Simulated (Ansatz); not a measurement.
Take Ti in the hcp (Mg type) structure (space group P6_3/mmc, No. 194; a = 2.901 Å, c = 4.591 Å) as the base.

All numbers come from PBEsol (Ansatz, a quantum-chemistry and plane-wave program; PAW; 420 eV plane waves; scalar-relativistic without spin-orbit coupling).

One change was made to it. Results:

```
quantity                base    after
-------------------  -------  -------
c/a ratio              1.582    1.591
lattice parameter a  2.901 Å  2.757 Å
```

Question: Name the change that was made.
A) pressure 2.1 GPa
B) pressure −2 GPa
C) pressure 22.5 GPa
D) pressure 9 GPa

Answer: C, pressure 22.5 GPa. For comparison, the lattice parameter a in the other runs: pressure −2 GPa gives 2.918 Å; pressure 9 GPa gives 2.835 Å; pressure 2.1 GPa gives 2.884 Å.

Load acts through the strain it causes; cell and atoms are relaxed under it. Whether these cells are dynamically stable was not tested. Competing high-pressure phases were not computed. The final runs are not spin-polarised.
